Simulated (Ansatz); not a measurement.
**A computed series for hypothetical P6_422 BAs: carrier doping**

The parent structure is BAs (space group P6_422, No. 181; a hypothetical phase, not in the database extracts checked).

```yaml
crystal:
  lattice:
    - [3.42904, 0.00000, 0.00000]
    - [-1.71452, 2.96963, 0.00000]
    - [0.00000, 0.00000, 7.40310]
  atoms:
    - { symbol: B, position: [0.00000, 0.50000, 0.33333] }
    - { symbol: B, position: [0.50000, 0.50000, 0.66667] }
    - { symbol: B, position: [0.50000, 0.00000, 0.00000] }
    - { symbol: As, position: [0.00000, 0.50000, 0.83333] }
    - { symbol: As, position: [0.50000, 0.50000, 0.16667] }
    - { symbol: As, position: [0.50000, 0.00000, 0.50000] }
```

Carriers are added at fixed cell with a uniform background; the Fermi–Dirac width is that of 300 K.

All numbers come from plane-wave PAW DFT at the PBEsol level (Ansatz, a first-principles code, 420 eV), without spin-orbit coupling.

Notes on the quantities. Fermi level from band edge: Fermi level relative to the doped band's edge (positive inside the band; to 0.05 eV).

```tsv
electron density (10^21 cm⁻³)	Fermi level from band edge (eV)
2	0.50
3	0.60
5	?
20	1.20
```

Task: Fit E_F = C n^s, fitted as a line in log–log form (a parabolic band gives s = 2/3) to the rows shown and predict the withheld row.

Result: Least squares on the printed values gives C = 0.39 eV, s = 0.38 (largest residual 0.01 eV); this predicts 0.72 eV, and the run gives 0.70 eV, in agreement.

Charged cell with a jellium background: band edges are those of the host's band count, energies are not comparable with the neutral cell, and many-body gap narrowing is missing. No phonon test of stability was made. The base started in P3_121 and relaxed to P6_422 at this level.
